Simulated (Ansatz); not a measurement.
Carrier properties of CdS (P6_3mc)

Input:

```yaml
crystal:
  lattice:
    - [4.16387, 0.00000, 0.00000]
    - [-2.08193, 3.60601, 0.00000]
    - [0.00000, 0.00000, 6.76663]
  atoms:
    - { symbol: Cd, position: [0.66667, 0.33333, 0.50006] }
    - { symbol: Cd, position: [0.33333, 0.66667, 0.00006] }
    - { symbol: S, position: [0.66667, 0.33333, 0.87694] }
    - { symbol: S, position: [0.33333, 0.66667, 0.37694] }
```

These are r2SCAN with spin-orbit coupling, rigid bands (plane waves, PAW; Ansatz, a first-principles code) values and carry that method's errors. How the cell was made: cell and atoms relaxed with r2SCAN.

```yaml
band_gap: 1.62 eV
electron conductivity mass (300 K, dilute): 0.174 (x), 0.174 (y), 0.161 (z) mₑ
hole conductivity mass (300 K, dilute): 1.23 (x), 1.23 (y), 1.54 (z) mₑ
effective density of states N_c (300 K): 1.7e18 cm⁻³
effective density of states N_v (300 K): 4.9e19 cm⁻³
density_of_states_mass_electrons: 0.168 mₑ
density_of_states_mass_holes: 1.56 mₑ
Seebeck coefficient, n-type 1e19 cm⁻³, 300 K: -100 μV/K
best n-type power factor at 300 K for τ = 10 fs (best axis; densities from 1e16 to 1e21 cm⁻³ tried, whether or not they can be reached): 1.63 μW/(cm·K²) at 1e19 cm⁻³
Seebeck coefficient, p-type 1e19 cm⁻³, 300 K: 388 μV/K
best p-type power factor at 300 K for τ = 10 fs (best axis; densities from 1e16 to 1e21 cm⁻³ tried, whether or not they can be reached): 11.8 μW/(cm·K²) at 3e20 cm⁻³
```

Rigid bands; masses and Seebeck coefficients take one relaxation time τ for all states and one kind of carrier; polarons and phonon drag are left out.
